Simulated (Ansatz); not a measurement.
F on the 1x1 (110) surface of bcc W, one in a 1x1 cell, energies for each (7.2 Å²). Energies are against ½ F2(g), without zero-point or thermal terms; each row is named by its start.

These are PBE (plane waves to 420 eV, PAW; Ansatz, a first-principles code) values and carry that method's errors.

Question: Which site binds most strongly?
A) bridge W-W (span 2.8 Å)
B) hollow W-W-W
C) bridge W-W (span 3.2 Å)
D) top W

Answer: A, bridge W-W (span 2.8 Å). Adsorption energies: bridge W-W (span 2.8 Å) -3.69 eV; top W -3.61 eV; hollow W-W-W -3.55 eV; bridge W-W (span 3.2 Å) -3.06 eV.
